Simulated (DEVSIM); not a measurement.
System: abrupt Si p-n junction, at 300 K.

```csv
layer (left to right),material,thickness (μm),Nd (cm⁻³),Na (cm⁻³),τn (s),τp (s)
1,Si,0.460,-,2.1e15,4.5e-6,4.5e-6
2,Si,0.350,3.2e16,-,4.5e-6,4.5e-6
```

Left contact: ohmic. Right contact: ohmic. Voltage is applied to the left contact. Recombination: SRH at mid-gap, radiative. Mobility is constant in doping.

Constants are typed, rounded textbook-type inputs, not results; the design itself was drawn at random and stands for no fabricated device. Values at 300 K; Nc and Nv go as T^1.5, mobilities as T to minus their exponent, the gap by Varshni's rule with the affinity fixed.

| parameter | Si |
|---|---|
| gap (eV) | 1.124 |
| affinity (eV) | 4.05 |
| permittivity | 11.7 |
| Nc (cm⁻³) | 2.86e19 |
| Nv (cm⁻³) | 3.1e19 |
| μn (cm²/Vs) | 1417 |
| μp (cm²/Vs) | 470 |
| T exponent of μn | 2.3 |
| T exponent of μp | 2.2 |
| B (cm³/s) | 4.7e-15 |
| Varshni α (eV/K) | 0.000473 |
| Varshni β (K) | 636 |

DEVSIM, 1D drift-diffusion, Boltzmann statistics, complete ionisation; no tunnelling, impact ionisation, image-force lowering or self-heating.

The temperature was swept, all else fixed.

```csv
temperature (K),largest field in the device at zero bias (V/cm),potential step across the device at zero bias (V),dark forward voltage at 100 A/cm² (V)
250,?,0.795,?
300,21000,0.700,0.598
350,20000,0.602,0.490
400,18000,0.502,0.380
450,17000,0.398,0.269
500,16000,0.294,0.157
```

Q: Fill in the missing entries.

A: 
- 250, largest field in the device at zero bias (V/cm): 23000
- 250, dark forward voltage at 100 A/cm² (V): 0.704
